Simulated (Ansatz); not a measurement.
Start from YbSi2 in the fluorite structure (space group Fm-3m, No. 225; a hypothetical phase, not in the database extracts checked; relaxed with 0.1 eV smearing).

```xyz
3
Lattice="0.0000 3.2178 3.2178 3.2178 0.0000 3.2178 3.2178 3.2178 0.0000" Properties=species:S:1:pos:R:3 pbc="T T T"
Yb     0.0000     0.0000     0.0000
Si     1.6089     1.6089     1.6089
Si     4.8267     4.8267     4.8267
```

Cartesian axes are those of the cell as printed.

Calculations: r2SCAN, PAW, 500 eV (Ansatz, a first-principles code; no SOC).

Before the change:

| Property | Result |
|---|---|
| Shortest interatomic distance | 2.787 Å |

It is then changed as follows: strain tensor (xx, yy, zz, yz, xz, xy) = (−1.53, +0.08, −0.16, −1.75, −0.56, +0.46) %, atoms relaxed at fixed cell.

Task: Estimate the effect on the energy relative to the base, largest internal atomic displacement, shortest interatomic distance and stress.

Result: The energy decreases by 9.6 meV/atom; the largest internal atomic displacement amounts to 0.141 Å; the shortest interatomic distance decreases by 0.083 Å to 2.704 Å; the stress (xx, yy, zz, yz, xz, xy; compression positive) comes out as (0.2, 1.8, 1.8, -3.1, -1.6, 1.7) GPa.

The state of the 4f shell was not checked for lower solutions. Whether these cells are dynamically stable was not tested. Seeded moments were not kept for the base. All final runs are without spin polarisation. Under strain tensor (xx, yy, zz, yz, xz, xy) = (−1.53, +0.08, −0.16, −1.75, −0.56, +0.46) % the cell ends below the base's energy or with stress of the wrong sign: the atoms slid into a distortion or the cell is elastically unstable, so the base is not a stable minimum at this level.
